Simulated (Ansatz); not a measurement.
The starting structures come from a database of crystals and need not be the phases stable at ambient conditions.

By PBEsol, the system below comes out a metal.

Without scattering a metal conducts by its projected Fermi surface.

Data:

```yaml
crystal:
  lattice:
    - [3.71033, 0.00000, 0.00000]
    - [1.85516, 5.81294, 0.00000]
    - [0.00000, 0.80375, 4.80525]
  atoms:
    - { symbol: Co, position: [0.00000, 0.00000, 0.00000] }
    - { symbol: Co, position: [0.00000, 0.00000, 0.50000] }
    - { symbol: Co, position: [0.80445, 0.39110, 0.67456] }
    - { symbol: Co, position: [0.19555, 0.60890, 0.32544] }
    - { symbol: Ge, position: [0.81633, 0.36734, 0.18170] }
    - { symbol: Ge, position: [0.18367, 0.63266, 0.81830] }
    - { symbol: Ge, position: [0.56984, 0.86032, 0.28241] }
    - { symbol: Ge, position: [0.43016, 0.13968, 0.71759] }
```

Space group of this cell: C2/m. The cell is taken as given; by PBEsol its mean pressure is -1.4 GPa.

The current flows along the normal of the first two printed cell vectors. No spin-orbit coupling; the value is a mean over 0.1 eV about the Fermi level.

### Question
Predict the ballistic conductance per area from PBEsol (Ansatz, a program for electronic structure).

### Answer
0.42 × 10¹⁵ S/m² for both spins.
